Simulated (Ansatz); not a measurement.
**Pressure series in ZrRuP**

Base system: ZrRuP (space group Pnma, No. 62; a cell from a computed database, its experimental status unchecked).

```
ZrRuP
1.0
    6.39979     0.00000     0.00000
    0.00000     3.85156     0.00000
    0.00000     0.00000     7.28137
Zr P Ru
4 4 4
Direct
  0.52134   0.75000   0.31889
  0.47866   0.25000   0.68111
  0.97866   0.25000   0.81889
  0.02134   0.75000   0.18111
  0.72432   0.25000   0.12140
  0.27568   0.75000   0.87860
  0.77568   0.75000   0.62140
  0.22432   0.25000   0.37860
  0.34989   0.25000   0.06068
  0.65011   0.75000   0.93932
  0.15011   0.75000   0.56068
  0.84989   0.25000   0.43932
```

Cell and atoms are relaxed at each pressure.

Method: PBEsol, PAW, 420 eV (Ansatz, a first-principles code; without spin-orbit coupling).

| pressure (GPa) | volume per atom (Å³/atom) |
|---|---|
| -1 | 15.023 |
| 0 | 14.957 |
| 0.3 | 14.936 |
| 0.7 | ? |
| 1.5 | 14.859 |
| 3 | 14.766 |
| 5 | 14.646 |
| 7.5 | 14.503 |
| 10 | 14.367 |

**Question.** Fit the third-order Birch–Murnaghan form P(V) = (3B₀/2)[(V₀/V)^(7/3) − (V₀/V)^(5/3)]·[1 + (3/4)(B₀′ − 4)((V₀/V)^(2/3) − 1)] (squares taken in P) to the rows shown and predict the withheld row.

**Answer.** Least squares on the printed values gives V₀ = 14.956 Å³/atom, B₀ = 227 GPa, B₀′ = 4.5; this predicts 14.911 Å³/atom, and the run gives 14.911 Å³/atom, in agreement.

Load acts through the strain it causes; cell and atoms are relaxed under it. No phonon test of stability was made. Competing high-pressure phases were not computed. All final runs are without spin polarisation.
